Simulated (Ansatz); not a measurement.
A computed series for Ru: response to strain

The parent structure is Ru in the hcp (Mg type) structure (space group P6_3/mmc, No. 194; a = 2.691 Å, c = 4.249 Å; relaxed with 0.1 eV smearing).

Strains are applied to the cell and any free atomic positions relax.

Level of theory: DFT with PBEsol, PAW potentials and a 420 eV plane-wave cutoff in Ansatz (an electronic-structure program), no spin-orbit coupling.

Notes on the quantities. pressure: mean of the normal stresses, compression positive; energy relative to the base: free energy F.

```csv
variant,pressure,energy relative to the base,shortest interatomic distance
base,0.0 GPa,0 meV/atom,2.632 Å
isotropic strain −2.50 %,31.5 GPa,+89 meV/atom,2.566 Å
isotropic strain −2.00 %,24.3 GPa,+56 meV/atom,2.579 Å
isotropic strain −1.50 %,17.5 GPa,+31 meV/atom,2.593 Å
isotropic strain −0.50 %,5.4 GPa,+3.3 meV/atom,2.619 Å
isotropic strain +0.50 %,-5.0 GPa,+3.2 meV/atom,2.645 Å
isotropic strain +1.00 %,-9.6 GPa,+12 meV/atom,2.658 Å
isotropic strain +1.50 %,-13.9 GPa,+28 meV/atom,2.672 Å
isotropic strain +2.50 %,-21.4 GPa,+74 meV/atom,2.698 Å
isotropic strain +3.00 %,-24.8 GPa,+104 meV/atom,2.711 Å
```

Stability against distortions was not tested. All final runs are without spin polarisation.
